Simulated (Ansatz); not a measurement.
The parent structure is AgI in the rock salt structure (space group Fm-3m, No. 225; a = 5.985 Å; a cell from a computed database, its experimental status unchecked).

One thing is altered: cell and atoms relaxed at a pressure of 1.5 GPa.

Levels (all Ansatz, an electronic-structure program, PAW): PBEsol (420 eV, scalar-relativistic without spin-orbit coupling); PBEsol+SOC (420 eV, noncollinear with spin-orbit coupling).

The geometry is relaxed with PBEsol.

| Property | Result |
|---|---|
| PBEsol smallest direct gap | 2.61 eV |
| PBEsol width of the top valence band | 2.93 eV |
| PBEsol band gap | 0.30 eV |

How does going to PBEsol+SOC change the smallest direct gap, width of the top valence band and band gap?

The smallest direct gap drops by 0.37 eV to 2.24 eV; the width of the top valence band decreases by 0.06 eV, from 2.93 eV to 2.87 eV; the band gap decreases by 0.244 eV to 0.05 eV.

Single points use the geometry relaxed with PBEsol. The spin-orbit shifts are approximate. With I present, leaving out spin-orbit coupling can change the band edges. Load acts through the strain it causes; cell and atoms are relaxed under it. Whether these cells are dynamically stable was not tested. This is not the structure that AgI has at room temperature and ambient pressure. A zero or small gap of AgI under pressure 1.5 GPa can be the functional's error rather than a property of the material.
